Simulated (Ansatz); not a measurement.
Defect: Cu-vacancy pair (Cu on one host Ta site, one Ta site vacant) in rock-salt TaC, neutral cell. Method: PBE, PAW (plane waves to 420 eV; Ansatz, a quantum-chemistry and plane-wave program).

Cell of 64 host sites held at the relaxed PBE lattice; a 3×3×3 k-point mesh shifted by half a step; Fermi-Dirac width 0.10 eV, spin-restricted; finite-size errors left in. Static, classical nuclei. Spin-orbit coupling is left out. Forms of the defect that were not tried may lie lower.

Barriers: single points on a 4×4×4 k-point mesh shifted by half a step at the bands' geometries.

Relaxed starting cell (atoms counted from 1):

```yaml
crystal:
  lattice:
    - [8.95120, 0.00000, 0.00000]
    - [0.00000, 8.95120, 0.00000]
    - [0.00000, 0.00000, 8.95120]
  atoms:
    - { symbol: Cu, position: [0.99963, 0.06020, 0.06117] }
    - { symbol: Ta, position: [0.99975, 0.00366, 0.49484] }
    - { symbol: Ta, position: [0.99973, 0.49384, 0.00473] }
    - { symbol: Ta, position: [0.99974, 0.49457, 0.49545] }
    - { symbol: Ta, position: [0.49974, 0.99996, 0.00089] }
    - { symbol: Ta, position: [0.49968, 0.99944, 0.50164] }
    - { symbol: Ta, position: [0.49979, 0.50061, 0.00045] }
    - { symbol: Ta, position: [0.49973, 0.49899, 0.49997] }
    - { symbol: C, position: [0.25006, 0.99793, 0.99890] }
    - { symbol: C, position: [0.24984, 0.99872, 0.50030] }
    - { symbol: C, position: [0.24985, 0.49932, 0.99971] }
    - { symbol: C, position: [0.24971, 0.49923, 0.50018] }
    - { symbol: C, position: [0.74955, 0.99792, 0.99889] }
    - { symbol: C, position: [0.74960, 0.99873, 0.50030] }
    - { symbol: C, position: [0.74962, 0.49931, 0.99972] }
    - { symbol: C, position: [0.74977, 0.49921, 0.50020] }
    - { symbol: Ta, position: [0.99975, 0.24297, 0.75274] }
    - { symbol: Ta, position: [0.99967, 0.75176, 0.24392] }
    - { symbol: Ta, position: [0.99972, 0.75323, 0.75418] }
    - { symbol: Ta, position: [0.49982, 0.24838, 0.24939] }
    - { symbol: Ta, position: [0.49974, 0.24959, 0.75104] }
    - { symbol: Ta, position: [0.49980, 0.75009, 0.25052] }
    - { symbol: Ta, position: [0.49980, 0.74856, 0.74958] }
    - { symbol: C, position: [0.25175, 0.24966, 0.25063] }
    - { symbol: C, position: [0.24964, 0.24911, 0.74975] }
    - { symbol: C, position: [0.24963, 0.74875, 0.25008] }
    - { symbol: C, position: [0.24960, 0.74872, 0.74969] }
    - { symbol: C, position: [0.74781, 0.24967, 0.25064] }
    - { symbol: C, position: [0.74985, 0.24913, 0.74970] }
    - { symbol: C, position: [0.74984, 0.74874, 0.25012] }
    - { symbol: C, position: [0.74990, 0.74873, 0.74971] }
    - { symbol: Ta, position: [0.24479, 0.00338, 0.24818] }
    - { symbol: Ta, position: [0.24510, 0.99916, 0.75420] }
    - { symbol: Ta, position: [0.24356, 0.49340, 0.25006] }
    - { symbol: Ta, position: [0.24862, 0.49816, 0.75039] }
    - { symbol: Ta, position: [0.75461, 0.00341, 0.24825] }
    - { symbol: Ta, position: [0.75440, 0.99930, 0.75424] }
    - { symbol: Ta, position: [0.75592, 0.49336, 0.25006] }
    - { symbol: Ta, position: [0.75091, 0.49806, 0.75045] }
    - { symbol: C, position: [0.99979, 0.99099, 0.26308] }
    - { symbol: C, position: [0.99976, 0.99787, 0.74621] }
    - { symbol: C, position: [0.99978, 0.50294, 0.25123] }
    - { symbol: C, position: [0.99976, 0.49899, 0.74977] }
    - { symbol: C, position: [0.49975, 0.99973, 0.25066] }
    - { symbol: C, position: [0.49973, 0.99949, 0.75102] }
    - { symbol: C, position: [0.49970, 0.49859, 0.24980] }
    - { symbol: C, position: [0.49974, 0.49880, 0.75036] }
    - { symbol: Ta, position: [0.24479, 0.24724, 0.00437] }
    - { symbol: Ta, position: [0.24352, 0.24908, 0.49434] }
    - { symbol: Ta, position: [0.24510, 0.75321, 0.00015] }
    - { symbol: Ta, position: [0.24862, 0.74940, 0.49907] }
    - { symbol: Ta, position: [0.75467, 0.24721, 0.00440] }
    - { symbol: Ta, position: [0.75590, 0.24906, 0.49437] }
    - { symbol: Ta, position: [0.75439, 0.75330, 0.00022] }
    - { symbol: Ta, position: [0.75082, 0.74945, 0.49907] }
    - { symbol: C, position: [0.99977, 0.26209, 0.99194] }
    - { symbol: C, position: [0.99973, 0.25026, 0.50395] }
    - { symbol: C, position: [0.99975, 0.74525, 0.99882] }
    - { symbol: C, position: [0.99973, 0.74882, 0.49994] }
    - { symbol: C, position: [0.49976, 0.24968, 0.00070] }
    - { symbol: C, position: [0.49977, 0.24882, 0.49957] }
    - { symbol: C, position: [0.49974, 0.75004, 0.00046] }
    - { symbol: C, position: [0.49974, 0.74938, 0.49977] }
```

End state 1 differs by these moves (Å; atoms that move under 0.08 Å are left out):

| atom | element | Δx | Δy | Δz |
|---|---|---|---|---|
| 1 | Cu | 0.00 | 1.14 | 1.14 |

What forward and backward barriers to end state 1 does PBE, PAW give?

forward 0.18 eV, backward 0.18 eV; at the saddle point atom 1 has neighbours 2 C at 1.81 Å. The saddle point's order was not checked, and it lies on a symmetry element of the cell, where a band can be held.

End state 2 differs by these moves (Å; atoms that move under 0.08 Å are left out):

| atom | element | Δx | Δy | Δz |
|---|---|---|---|---|
| 1 | Cu | 0.55 | -0.55 | 0.00 |
| 9 | C | 0.11 | 0.01 | -0.06 |
| 32 | Ta | -2.15 | 2.15 | 0.00 |
| 40 | C | -0.07 | 0.07 | 0.00 |
| 56 | C | -0.01 | -0.12 | 0.06 |

What forward and backward barriers to end state 2 does PBE, PAW give?

forward 3.96 eV, backward 3.96 eV; at the saddle point atom 32 has neighbours C at 1.96, C at 2.03, C at 2.10, C at 2.15 Å. The saddle point's order was not checked.
